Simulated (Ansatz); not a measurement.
Work function of faces of bcc Ta in PBE and in r2SCAN, in Ansatz (plane waves, PAW). Symmetric slabs relaxed with PBE from ideal cuts in 1x1 cells (the lowest computed cut and spin start of each face; real faces may reconstruct in larger cells); r2SCAN values are single points on them, with the bulk at the same level. No spin-orbit coupling, no U.

```
face   PBE (eV)  r2SCAN (eV)
-----  --------  -----------
(100)      3.80         3.79
(110)      4.72         4.82
(111)      3.83            ?
(210)      4.09         4.12
(211)      3.96         3.96
(221)      4.07         4.08
(320)      4.32         4.37
(322)      3.90         3.88
(332)      3.92         3.91
```

Problem. Fit a straight line y = a·x + b by least squares to the 8 complete rows (x: PBE (eV); y: r2SCAN (eV)).

Solution. the means are x̄ = 4.0975 and ȳ = 4.1162; Σ(x − x̄)² = 0.61575 and Σ(x − x̄)(y − ȳ) = 0.69733, so a = 1.132 and b = ȳ − a·x̄ = -0.524. The largest residual is 0.013.

Problem. What does the line predict for the withheld row, (111), and what did the calculation give?

Solution. the line gives 3.81; the calculation gave 3.81, a miss of 0.00, of the size of the fitted rows' scatter and rounding.

Ansatz is a program for electronic structure.
